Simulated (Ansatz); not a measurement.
Start from Be in the hcp (Mg type) structure (space group P6_3/mmc, No. 194; a = 2.2552 Å, c = 3.5580 Å; relaxed with 0.1 eV smearing). Axes: x lies along a and z along c of the hexagonal cell.

Computed with PBEsol (Ansatz, a quantum-chemistry and plane-wave program; PAW; 420 eV plane waves; no spin-orbit coupling).

Strains are applied to the cell and any free atomic positions relax.

One change was made to it. Results:

```json
[
 {"quantity": "shortest interatomic distance", "base": "2.205 Å", "after": "2.212 Å"},
 {"quantity": "energy relative to the base (free energy F)", "base": "0 meV/atom", "after": "+0.2 meV/atom"},
 {"quantity": "pressure (mean of the normal stresses, compression positive)", "base": "0.0 GPa", "after": "-0.7 GPa"}
]
```

What was done to the base?
A. uniaxial strain ε_zz = +3.00 %
B. uniaxial strain ε_zz = −3.00 %
C. uniaxial strain ε_zz = +0.50 %
D. uniaxial strain ε_zz = −2.00 %
E. uniaxial strain ε_zz = −0.50 %

C, uniaxial strain ε_zz = +0.50 %. For comparison, the pressure in the other runs: uniaxial strain ε_zz = −0.50 % gives 0.7 GPa; uniaxial strain ε_zz = −2.00 % gives 2.9 GPa; uniaxial strain ε_zz = +3.00 % gives -3.7 GPa; uniaxial strain ε_zz = −3.00 % gives 4.5 GPa.

No phonon test of stability was made.
